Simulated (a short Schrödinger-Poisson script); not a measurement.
**MOS inversion layer, SiO2 on p-type Si(111)**

System: MOS inversion layer, SiO2 on p-type Si(111), at 400 K.

```csv
layer,material,thickness (nm),Na (cm⁻³)
1,SiO2,2.8,-
2,Si,540,1.2e18
```

The device is made up for the run: typed textbook-type constants, with dimensions and the other settings drawn at random. SiO2: permittivity 3.9, conduction-band edge (eV) 3.15, gap (eV) 9, electron mass (mₑ) 0.5. Si: permittivity 11.7, conduction-band edge (eV) 0, gap (eV) 1.124, Nv at 300 K (cm⁻³) 3.1e19.

Channel valleys (confinement mass, in-plane density-of-states mass, number): Δ6 0.258, 0.358, 6. At the gate the conduction-band edge of layer 1 lies 3.59 eV − eVg above the Fermi level of the channel; the field vanishes at the back. Gaps are held at their typed values at every temperature. Mesh 0.03 nm at interfaces.

From a short Schrödinger-Poisson script (our own, NumPy): 1D Poisson equation in equilibrium, electrons quantum, Hartree (BenDaniel-Duke, 12 states a valley, the channel's in-plane mass for all, wave functions free to enter the dielectric), parabolic valleys, classical holes, full ionisation, no traps, pinning or gate leakage.

```
Vg (V)  electrons (cm⁻²)  C (μF/cm²)  Δ6 E0 (meV)  Δ6 E1 (meV)
------  ----------------  ----------  -----------  -----------
0.4               3.25e6       0.317        555.6        660.3
0.5               2.36e7       0.303        487.0        597.4
0.6               1.80e8       0.290        416.8        532.5
0.7               1.42e9       0.281        345.3        466.0
0.8              1.14e10       0.296        273.6        399.0
0.9              7.79e10       0.420        207.1        336.7
1                3.16e11       0.664        158.6        292.0
1.1              7.31e11       0.826        129.4        266.0
1.2              1.25e12       0.910        110.7        250.3
1.3              1.81e12       0.958         97.4        239.9
1.4              2.41e12       0.988         87.2        232.4
1.5              3.02e12        1.01         79.0        226.8
1.6              3.65e12        1.02         72.1        222.4
1.7              4.29e12        1.04         66.2        218.8
1.8              4.94e12        1.05         60.9        216.0
1.9              5.59e12        1.06         56.2        213.6
2                6.25e12        1.06         52.0        211.6
2.1              6.92e12        1.07         48.1        209.9
2.2              7.59e12        1.07         44.5        208.4
2.3              8.26e12        1.08         41.2        207.2
```

Gate voltages with under 1e6 electrons/cm² are left out.

Subbands count from the Fermi level.
